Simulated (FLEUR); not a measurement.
Worked example: self-consistent single point of Na (Im-3m, 1 atom in the cell) in FLEUR.

Method: PBE, all-electron FLAPW (FLEUR), scalar-relativistic valence in FLEUR.

The change in words: lattice scaled by 0.98. Reference geometry:
```xyz
1
Lattice="-2.1300 2.1300 2.1300 2.1300 -2.1300 2.1300 2.1300 2.1300 -2.1300" Properties=species:S:1:pos:R:3 pbc="T T T"
Na     0.0000     0.0000     0.0000
```

Reference input (self-consistent single point, DFT, PBE, all-electron FLAPW (FLEUR), scalar-relativistic valence): Kmax = 3.8 1/bohr; GmaxXC = 13.3 1/bohr; xcFunctional = pbe; jspins = 1; l_soc = F; mode = hist; fermiSmearingEnergy = 0.00367493 Htr; mesh (inpgen div1-3) = 9 9 9; inpgen gamma flag = false; Gmax = 13.3 1/bohr; numbands = 0; maxIterBroyd = 15. This run's input differs from it in these lines:

```diff
@@ -3,5 +3,5 @@
 &input film=f /
--4.0251166455 4.0251166455 4.0251166455
-4.0251166455 -4.0251166455 4.0251166455
-4.0251166455 4.0251166455 -4.0251166455
+-3.9446143125 3.9446143125 3.9446143125
+3.9446143125 -3.9446143125 3.9446143125
+3.9446143125 3.9446143125 -3.9446143125
 1.0
@@ -42,5 +42,5 @@
          <bravaisMatrix>
-            <row-1>   -4.0251166454999998     4.0251166454999998     4.0251166454999998</row-1>
-            <row-2>    4.0251166454999998    -4.0251166454999998     4.0251166454999998</row-2>
-            <row-3>    4.0251166454999998     4.0251166454999998    -4.0251166454999998</row-3>
+            <row-1>   -3.9446143125000002     3.9446143125000002     3.9446143125000002</row-1>
+            <row-2>    3.9446143125000002    -3.9446143125000002     3.9446143125000002</row-2>
+            <row-3>    3.9446143125000002     3.9446143125000002    -3.9446143125000002</row-3>
          </bravaisMatrix>
```

Output, abridged:

```
 Iteration:     1   Distance:       0.62565782 me/bohr^3
 Iteration:     2   Distance:       0.59495415 me/bohr^3
 Iteration:     3   Distance:       0.19676307 me/bohr^3
 Iteration:     4   Distance:       0.03926434 me/bohr^3
 Iteration:     5   Distance:       0.02713630 me/bohr^3
 Iteration:     6   Distance:       0.00281209 me/bohr^3
 Iteration:     7   Distance:       0.00220885 me/bohr^3
 Iteration:     8   Distance:       0.00012355 me/bohr^3
 Iteration:     9   Distance:       0.00001087 me/bohr^3
 Iteration:    10   Distance:       0.00000711 me/bohr^3
 Run finished successfully
 Stop message:
   Structural relaxation: Done

[file out, last iteration]
             iter=     11
[...]
          total density-effective poten   -2.4749610519E+02
          total charge density-energy d   -1.4358841240E+01
 Updated energy parameters for spin:           1
[...]
 fermi energy and band-weighting factors:

[...]
FERMIE:
          first approx. to ef    (T=0)  :   0.011023 htr   (energy of the highest occ. eigenvalue)
          number of occ. states  (T=0)  :        157
          first approx. to seigv (T=0)  :  -9.298045 htr
          sum of weights of occ. states :   4.506173
          sum of semicore charge        :   0.000000 e
FERHIS:  Fermi-Energy by histogram:
          bandgap                     :   0.007345 htr
   [... lines left out ...]
          charge neutrality (T=0)     :   0.012346    (zero if the highest occ. eigenvalue is "entirely" occupied)
     EF_NEWTON:  Adjust Fermi-Energy by Newton-Method.
 Direct bandgap for spin            1 :   0.13510606368760578       Htr
   [... lines left out ...]
 ---->    (input%tkb*entropy) TS=              0.0004795874 htr
 ---->    free energy=                      -162.4351631368 htr
      extrapolation for T->0
 ---->    total electron energy=            -162.4349233431 htr
 ***** TOTAL FORCES ON ATOMS *****
 TOTAL FORCE FOR ATOM TYPE=  1  X=  0.000   Y=  0.000   Z=  0.000
                       FX_TOT= 0.000000 FY_TOT= 0.000000 FZ_TOT= 0.000000
 Structural relaxation: Done
```

The run converged in 10 iterations. FLEUR gives forces in its relaxation mode, with a further iteration, so its stop message speaks of a relaxation. Against the reference run the free energy drops by 1.4 meV/atom.

The starting cell has typed, rounded lattice constants, without a prior relaxation at this level. For this run, on top of that: lattice scaled by 0.98. Values depend on the basis (sphere radii, cutoffs, local orbitals), which need not be converged. The log's line on a gap gives a spacing of levels on this mesh, which the program prints for metals too.
